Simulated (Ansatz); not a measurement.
The starting structures come from a database of crystals and need not be the phases stable at ambient conditions.

Tunnelling through a barrier is set by its complex band structure: the current falls as exp(−2κd) with the smallest κ.

Data:

```xyz
17
Lattice="7.7538 0.0000 0.0000 -1.7027 9.3980 0.0000 0.9526 -2.1852 3.0149" Properties=species:S:1:pos:R:3 pbc="T T T"
Ti    -0.5151     7.0148     0.3473
Ti     7.5188     0.1980     2.6676
Ti     5.4159     2.4401     2.5072
Ti     1.5878     4.7727     0.5077
Pb     2.3793     1.3658     0.2382
Pb     4.6244     5.8470     2.7767
O      0.4167     5.8779     1.6787
O      6.5870     1.3350     1.3362
O      1.8196     3.7728     2.1596
O      5.1841     3.4400     0.8553
O      0.4763    -1.0926     1.5075
O      3.2433     5.7274     0.6765
O      3.7604     1.4855     2.3384
O      5.7719     6.0485     0.1103
O      1.2318     1.1644     2.9046
F      1.4308     8.3236     0.6811
F      5.5729    -1.1107     2.3339
```

Space group of this cell: C2/m. The cell is taken as given; by r2SCAN its mean pressure is -5.1 GPa.

Transport runs along the normal of the first two printed cell vectors.

No gap correction and no spin-orbit coupling; mid-gap values are interpolated between computed energies.

Problem. State the band gap and the smallest decay constant κ at mid-gap according to r2SCAN (Ansatz, an electronic-structure program).

Solution. Gap 2.69 eV on a 10×10×10 mesh; κ = 0.415 1/Å, at (-0.250, 0.250) of the in-plane reciprocal vectors. At the zone centre, at the nearest computed energy, the slowest state has κ = 0.46 1/Å.
